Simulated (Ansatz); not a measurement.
A self-consistent single point of CoO (R3m, 4 atoms in the cell) with Ansatz (a quantum-chemistry and plane-wave program).

Method: LDA (PW92), PAW files made with PBE (plane waves; Ansatz).

The change in words: lattice scaled by 0.98. Reference geometry:
```
CoO
1.0
    1.62689     0.93929     5.21199
   -1.62689     0.93929     5.21199
    0.00000    -1.87858     5.21199
Co O
2 2
Cartesian
  0.00000   0.00000  15.62800
  0.00000   0.00000   7.81012
  0.00000   0.00000   5.87126
  0.00000   0.00000  13.68976
```
Moments meant for the start (each program seeds them in its own way; μB, in the order of the atoms Co Co O O): 3.0 3.0 0.0 0.0.

Reference input (self-consistent single point, DFT, LDA (PW92), plane waves, PAW files made with PBE): kpoints.mp_grid.grid = 8 8 8; hamiltonian.xc = lda; hamiltonian.pseudopotentials = {kind: paw} (the program's default PAW files); magnetization.spin_polarized = true; scf.occupations.method = fermi_dirac; scf.occupations.width = 0.05 eV. This run's input differs from it in these lines:

```diff
@@ -2,5 +2,5 @@
   lattice:
-    - [1.626894, 0.939288, 5.211990]
-    - [-1.626894, 0.939288, 5.211990]
-    - [0.000000, -1.878575, 5.211990]
+    - [1.594356, 0.920502, 5.107750]
+    - [-1.594356, 0.920502, 5.107750]
+    - [0.000000, -1.841004, 5.107750]
   atoms:
```

Output (repeated stretches shortened):

```
SCF iter   1: F=—  HF=-11231.873916 eV  |F-HF|=—  |Δ(HF+E_count)|=         —  Δρ=1.78e-1 (↑3.99e-2 ↓1.78e-1)  dr2=1.11e1  dr2_m=3.47e0  M=4.011 μB ∫|m|=4.012 μB  β_m=0.30  ethr=3.10e-3  ⟨swp⟩=5.5  Hψ=15135  notcnv=0  defer=8
Mixer restart at iter 1: flushing history
all-band conjugate gradients solve this SCF's bands
preconditioner: auto → Kerker (q_TF=auto, 2.739 Å⁻¹)
   [... lines left out ...]
SCF iter  25: F=—  HF=-11233.369248 eV  |F-HF|=—  |Δ(HF+E_count)|=   3.71e-9  Δρ=8.17e-6 (↑4.10e-6 ↓8.17e-6)  dr2=5.47e-8  dr2_m=3.23e-9  M=-0.000 μB ∫|m|=4.425 μB  β_m=0.97  ethr=4.65e-10  ⟨swp⟩=2.2  Hψ=5207  notcnv=0  defer=228
SCF iter  26: F=-11233.369248 eV  HF=-11233.369248 eV  |F-HF|=3.04e-8  |Δ(HF+E_count)|=   1.86e-9  Δρ=6.35e-6 (↑6.35e-6 ↓2.85e-6)  dr2=3.10e-8  dr2_m=2.63e-9  M=-0.000 μB ∫|m|=4.425 μB  ethr=1.19e-10  ⟨swp⟩=7.1  Hψ=15687  notcnv=0
SCF 1 converged in 26 iterations: F = -11233.369248 eV  dr2 = 3.10e-8
WARN: the starting moments were not kept: 1 of 2 ended reversed and 1 kept their direction, counting a site from 0.1 μB …
   [... lines left out ...]
Absolute magnetization: 4.4246 μB (∫|ρ↑−ρ↓|, with the PAW one-centre terms)
Free energy (F): -11233.369248 eV
Fermi energy:    11.063108 eV
   [... lines left out ...]
  atom   4  O      0.00000000    -0.00000000     0.00845629
--- Stress (GPa, compression-positive) ---
      -16.677725       0.000000       0.000000
        0.000000     -16.677725      -0.000000
        0.000000      -0.000000     -17.091805
  P = ⅓ Tr σ = -16.8158 GPa (-168.158 kbar)
  The stress holds the Pulay correction. Without it, at fixed plane waves, as pw.x and ABINIT print it: P = -17.4084 GPa
```

The run converged in 26 iterations. Against the reference run the free energy falls by 86.2 meV/atom, the pressure goes from -22.16 to -16.82 GPa and the largest force goes from 0.083 to 0.015 eV/Å.

The starting cell comes from a database of computed structures (which also holds hypothetical and non-ambient phases and stackings), without a prior relaxation at this level. Its lattice was rescaled by a random factor within 2.5 % of one. For this run, on top of that: lattice scaled by 0.98. The magnetic order is the one reached from the typed start; others were not searched systematically. The program warned that a starting moment was not kept. With a pressure of about -17 GPa the cell is away from its equilibrium volume at this level. Ansatz's pressure includes its estimate of the finite-basis (Pulay) stress. Without the estimate this run gives -17.41 GPa.

Keys are those of Ansatz 0.2.
